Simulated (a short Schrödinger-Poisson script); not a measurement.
Stack: MOS inversion layer, Al2O3 on p-type Si(100), at 300 K.

From the gate side: 3.8 nm Al2O3; 380 nm Si, acceptors 1.3e18 cm⁻³.

Constants are typed, rounded textbook-type inputs, not results; the design itself was drawn at random and stands for no fabricated device. Al2O3: permittivity 9, conduction-band edge (eV) 2.7, gap (eV) 6.8, electron mass (mₑ) 0.3. Si: permittivity 11.7, conduction-band edge (eV) 0, gap (eV) 1.124, Nv at 300 K (cm⁻³) 3.1e19.

Channel valleys (confinement mass, in-plane density-of-states mass, number): Δ2 0.916, 0.19, 2; Δ4 0.19, 0.417, 4. At the gate the conduction-band edge of layer 1 lies 2.99 eV − eVg above the Fermi level of the channel; the field vanishes at the back. Gaps are held at their typed values at every temperature. Mesh 0.03 nm at interfaces.

Solved with a short Schrödinger-Poisson script written for these runs: 1D Poisson equation in equilibrium, electrons quantum, Hartree (BenDaniel-Duke, 12 states a valley, the channel's in-plane mass for all, wave functions free to enter the dielectric), parabolic valleys, classical holes, full ionisation, no traps, pinning or gate leakage.

| Vg (V) | electrons (cm⁻²) | C (μF/cm²) | Δ2 E0 (meV from the Fermi level) | Δ4 E0 (meV from the Fermi level) |
|---|---|---|---|---|
| 0.5 | 1.63e9 | 0.300 | 210.4 | 277.4 |
| 0.55 | 7.82e9 | 0.320 | 169.6 | 237.7 |
| 0.6 | 3.54e10 | 0.420 | 130.3 | 199.4 |
| 0.65 | 1.31e11 | 0.683 | 95.9 | 166.0 |
| 0.7 | 3.45e11 | 1.01 | 70.3 | 141.5 |
| 0.75 | 6.64e11 | 1.23 | 52.4 | 124.9 |
| 0.8 | 1.05e12 | 1.37 | 39.5 | 113.2 |
| 0.85 | 1.48e12 | 1.46 | 29.5 | 104.5 |
| 0.9 | 1.93e12 | 1.51 | 21.4 | 97.7 |
| 0.95 | 2.40e12 | 1.56 | 14.5 | 92.0 |
| 1 | 2.89e12 | 1.59 | 8.5 | 87.2 |
| 1.05 | 3.38e12 | 1.61 | 3.1 | 83.0 |
| 1.1 | 3.88e12 | 1.63 | -1.9 | 79.3 |
| 1.15 | 4.39e12 | 1.65 | -6.4 | 76.0 |
| 1.2 | 4.90e12 | 1.66 | -10.6 | 72.9 |
| 1.25 | 5.42e12 | 1.67 | -14.6 | 70.1 |
| 1.3 | 5.94e12 | 1.68 | -18.4 | 67.4 |

Gate voltages with under 1e9 electrons/cm² are left out.

At Vg = 1.3 V the lowest Δ2 subband lies at -18.4 meV from the Fermi level. How many electrons does it hold, and what share of all?

The two-dimensional density of states is g m/(πħ²) = 1.59e11 cm⁻² meV⁻¹ (both spins), kT = 25.9 meV, so n = D kT ln(1 + exp(−E/kT)) = 4.56e12 cm⁻², 0.77 of the 5.94e12 cm⁻² in all.

Compare the slope of the sheet density between 1.2 and 1.3 V with the geometric capacitance of the layers between gate and channel.

q Δn/ΔV = 1.67 μF/cm²; ε0/Σ(t/ε) = 2.10 μF/cm². The ratio is 0.79: the channel acts as a further capacitance in series.
